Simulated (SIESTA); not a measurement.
# Cost against accuracy: MeshCutoff for Rb₂NaPdF₆ (Fm-3m, 10 atoms in the cell)

Cell: a = 6.1812 Å, b = 6.1812 Å, c = 6.1812 Å, α = 60.00°, β = 60.00°, γ = 60.00°.

Level of theory: SIESTA 5.4.2 with LDA PW92, numerical atomic orbitals TZP, PseudoDojo LDA standard norm-conserving potentials (rewritten from UPF to PSML).

Base settings: XC.functional = LDA; XC.authors = PW92; potentials = PseudoDojo LDA standard; PAO.BasisSize = TZP; PAO.EnergyShift = 0.01 Ry; MeshCutoff = 300 Ry; kgrid.MonkhorstPack = 5 5 5 shifted by 0.5 0.5 0.5; OccupationFunction = MP; OccupationMPOrder = 0; ElectronicTemperature = 3156.43 K.

Misses are taken against the tightest run, 600 Ry (694 Ry used), which need not be fully converged itself.

Core times come from one kind of shared machine and are given to one figure; runs under 30 s give none.

The starting cell comes from a database of computed structures (which also holds hypothetical and non-ambient phases and stackings), without a prior relaxation at this level. With one magnetic atom in the cell only a parallel order is possible. Values carry the incompleteness of an atom-centred basis. In the base run, with a pressure of about -7 GPa the cell is away from its equilibrium volume at this level.

| MeshCutoff | largest difference in the force on any atom (eV/Å) | core time / reference (rough) |
|---|---|---|
| 120 Ry (141 Ry used) | 0.034 | 0.5 |
| 150 Ry (174 Ry used) | 0.032 | 0.5 |
| 180 Ry (250 Ry used) | 0.003 | 0.8 |
| 210 Ry (250 Ry used) | 0.003 | 0.5 |
| 240 Ry (250 Ry used) | 0.003 | 0.5 |
| 270 Ry (271 Ry used) | 0.003 | 0.5 |
| 300 Ry (316 Ry used) | 0.007 | 0.6 |
| 345 Ry (391 Ry used) | 0.007 | 0.7 |
| 390 Ry (391 Ry used) | 0.007 | 0.6 |
| 450 Ry (562 Ry used) | 0.000 | 0.8 |
| 525 Ry (562 Ry used) | 0.000 | 0.8 |
| 600 Ry (694 Ry used) | 0.000 | 1 |

Coarsest setting among those run that, with all tighter ones, holds the force on any atom within 0.01 eV/Å of the reference: 180 Ry (250 Ry used), off by 0.0030 eV/Å; its saving against the reference is no more than about a factor of 2 in time.

Coarsest setting among those run that, with all tighter ones, holds the force on any atom within 0.005 eV/Å of the reference: 450 Ry (562 Ry used), off by 0.0001 eV/Å; its saving against the reference is no more than about a factor of 2 in time. The coarser 180 Ry (250 Ry used) also lies inside, but a setting between leaves the range again, so that is luck.
